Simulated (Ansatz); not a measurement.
InP (F-43m) under uniaxial stress along [111] (compression positive): electron conductivity mass by PBEsol with spin-orbit coupling, rigid bands (plane waves, PAW; Ansatz, a program for electronic structure). The unloaded cell, whose axes the loads refer to:

```cif
data_InP
_chemical_formula_sum 'In1 P1'
_space_group_name_H-M_alt 'P 1'
_space_group_IT_number 1
_cell_length_a 4.15659
_cell_length_b 4.15659
_cell_length_c 4.15659
_cell_angle_alpha 60.000
_cell_angle_beta 60.000
_cell_angle_gamma 60.000
loop_
_space_group_symop_operation_xyz
  'x, y, z'
loop_
_atom_site_label
_atom_site_type_symbol
_atom_site_fract_x
_atom_site_fract_y
_atom_site_fract_z
_atom_site_occupancy
In1 In 0.00000 0.00000 0.00000 1
P1 P 0.25000 0.25000 0.25000 1
```

```json
[
 {"uniaxial stress along [111] (compression positive) (GPa)": "-2", "volume per atom (Å³)": "25.65", "electron conductivity mass (mₑ)": "0.0519"},
 {"uniaxial stress along [111] (compression positive) (GPa)": "-1", "volume per atom (Å³)": "25.52", "electron conductivity mass (mₑ)": "0.0544"},
 {"uniaxial stress along [111] (compression positive) (GPa)": "0", "volume per atom (Å³)": "25.39", "electron conductivity mass (mₑ)": "?"},
 {"uniaxial stress along [111] (compression positive) (GPa)": "1", "volume per atom (Å³)": "25.26", "electron conductivity mass (mₑ)": "0.0584"}
]
```

Question: Fit a straight line to ln(electron conductivity mass) against the load over the rows given, and predict the row at 0 GPa.

Answer: The means are x̄ = -0.667 GPa and ȳ = -2.9034; Σ(x − x̄)(y − ȳ) = 0.1810 and Σ(x − x̄)² = 4.667, so the slope is 3.88 % per GPa, and the rows given lie within 0.50 % of the line. At 0 GPa the line gives 0.0563 mₑ; the calculation gives 0.0565 mₑ, 0.40 % from it.

Masses are for dilute carriers at 300 K, harmonic means over directions unless an axis is named. Stresses and pressures are the targets of the relaxation. The structure type is held at every load. Geometry: cell and atoms relaxed with PBEsol.
